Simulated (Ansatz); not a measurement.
**Response to strain in Ru**

Start from Ru in the hcp (Mg type) structure (space group P6_3/mmc, No. 194; relaxed with 0.1 eV smearing).

```yaml
crystal:
  lattice:
    - [2.67558, 0.00000, 0.00000]
    - [-1.33779, 2.31712, 0.00000]
    - [0.00000, 0.00000, 4.22371]
  atoms:
    - { symbol: Ru, position: [0.66667, 0.33333, 0.75000] }
    - { symbol: Ru, position: [0.33333, 0.66667, 0.25000] }
```

Cartesian axes are those of the cell as printed.

Strains are applied to the cell and any free atomic positions relax.

Level of theory: LDA/PAW in Ansatz (an electronic-structure program), no SOC.

Notes on the quantities. pressure: mean of the normal stresses, compression positive; energy relative to the base: free energy F.

| case | pressure | energy relative to the base | shortest interatomic distance |
|---|---|---|---|
| base | 0.0 GPa | 0 meV/atom | 2.617 Å |
| uniaxial strain ε_xx = −3.00 % | 12.1 GPa | +26 meV/atom | 2.595 Å |
| uniaxial strain ε_xx = −2.50 % | 9.9 GPa | +18 meV/atom | 2.603 Å |
| uniaxial strain ε_xx = −2.00 % | 7.7 GPa | +11 meV/atom | 2.605 Å |
| uniaxial strain ε_xx = −1.50 % | 5.7 GPa | +6.3 meV/atom | 2.608 Å |
| uniaxial strain ε_xx = −0.50 % | 1.8 GPa | +0.7 meV/atom | 2.614 Å |
| uniaxial strain ε_xx = +0.50 % | -1.8 GPa | +0.7 meV/atom | 2.618 Å |
| uniaxial strain ε_xx = +1.50 % | -5.1 GPa | +5.8 meV/atom | 2.620 Å |
| uniaxial strain ε_xx = +2.00 % | -6.6 GPa | +10 meV/atom | 2.621 Å |
| uniaxial strain ε_xx = +2.50 % | -8.2 GPa | +16 meV/atom | 2.622 Å |

Whether these cells are dynamically stable was not tested. All final runs are without spin polarisation.
